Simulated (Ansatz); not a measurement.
Worked example: self-consistent single point of a (001) slab of Se (cut from a parent of space group no. 152; 6 atoms in the cell) in Ansatz (a first-principles code).

Level of theory: LDA (PW92), default PAW files made with PBE (plane waves; Ansatz).

```
Se
1.0
    4.38311     0.00000     0.00000
   -2.19156     3.79589     0.00000
    0.00000     0.00000    22.27471
Se
6
Direct
  0.00000   0.22500   0.38855
  0.77500   0.77500   0.46285
  0.22500   0.00000   0.31426
  0.00000   0.22500   0.61145
  0.77500   0.77500   0.68574
  0.22500   0.00000   0.53715
```

Reference input (self-consistent single point, DFT, LDA (PW92), plane waves, default PAW files made with PBE): basis.ecutwfc = 420 eV; kpoints.mp_grid.grid = 5 5 1; hamiltonian.xc = lda; hamiltonian.pseudopotentials = {kind: paw} (the program's default PAW files); scf.occupations.method = fermi_dirac; scf.occupations.width = 0.01 eV. This run's input differs from it in these lines:

Ansatz 0.2 input:
```diff
@@ -14,3 +14,3 @@
 basis:
-  ecutwfc: 420.0
+  ecutwfc: 355.0
 kpoints:
```

Output (repeated stretches shortened):

```
SCF iter   1: F=—  HF=-32297.233864 eV  |F-HF|=—  |Δ(HF+E_count)|=         —  Δρ=4.20e-3  dr2=1.76e-1  ethr=1.77e-3  ⟨swp⟩=7.0  Hψ=2031  notcnv=0  defer=4
all-band conjugate gradients solve this SCF's bands
preconditioner: auto → LDOS
SCF iter   2: F=—  HF=-32297.216148 eV  |F-HF|=—  |Δ(HF+E_count)|=   1.77e-2  Δρ=1.47e-3  dr2=1.39e-2  ethr=1.84e-4  ⟨swp⟩=2.0  Hψ=656  notcnv=0  defer=36
   [... lines left out ...]
SCF iter   5: F=—  HF=-32297.213177 eV  |F-HF|=—  |Δ(HF+E_count)|=   6.79e-5  Δρ=8.08e-5  dr2=5.13e-5  ethr=6.68e-7  ⟨swp⟩=2.0  Hψ=655  notcnv=0  defer=36
SCF iter   6: F=—  HF=-32297.213243 eV  |F-HF|=—  |Δ(HF+E_count)|=   6.54e-5  Δρ=2.26e-5  dr2=5.47e-6  ethr=5.35e-8  ⟨swp⟩=2.0  Hψ=620  notcnv=0  defer=36
SCF iter   7: F=—  HF=-32297.213243 eV  |F-HF|=—  |Δ(HF+E_count)|=   2.73e-7  Δρ=6.22e-6  dr2=2.34e-7  ethr=5.70e-9  ⟨swp⟩=2.0  Hψ=556  notcnv=0  defer=36
SCF iter   8: F=-32297.213243 eV  HF=-32297.213243 eV  |F-HF|=1.55e-8  |Δ(HF+E_count)|=   9.65e-8  Δρ=1.45e-6  dr2=7.39e-9  ethr=1.04e-10  ⟨swp⟩=13.0  Hψ=2361  notcnv=0
SCF 1 converged in 8 iterations: F = -32297.213243 eV  dr2 = 7.39e-9
Free energy (F): -32297.213243 eV
Internal energy: -32297.211648 eV  (E = F + TS)
E sigma→0 (E₀):  -32297.212446 eV
Entropy (-TS):   -0.001595 eV (-0.266 meV/atom)
Fermi energy:    -0.535951 eV
--- Forces (eV/Å), atoms counted from 1 ---
  atom   1  Se     0.66366829    -0.35558352    -1.35121876
  atom   2  Se    -0.19131412    -0.23852416    -0.00822753
  atom   3  Se    -0.54581985     0.55169523     1.31304822
  atom   4  Se    -0.02388979    -0.75254536     1.35121876
  atom   5  Se    -0.20487216     0.74854147    -1.31304822
  atom   6  Se     0.30222505     0.04642081     0.00822753
--- Stress (GPa, compression-positive) ---
       -2.014492       0.182890       0.048467
        0.182890      -2.225675       0.027983
        0.048468       0.027983      -1.789963
  P = ⅓ Tr σ = -2.0100 GPa (-20.100 kbar)
  The stress holds the Pulay correction. Without it, at fixed plane waves, as pw.x and ABINIT print it: P = -2.0337 GPa
```

The run converged in 8 iterations. Against the reference run the free energy goes up by 1.2 meV/atom and the largest force stays at 1.547 eV/Å.

The starting cell has typed, rounded lattice constants, without a prior relaxation at this level. The slab is cut from that crystal, and its faces are unrelaxed. Its lattice was rescaled by up to half a per cent. Spin polarisation is off, though cut faces can carry moments; the slab shows no gap. Forces in this geometry exceed 1 eV/Å. The cutoff lies below the one recommended for these files.
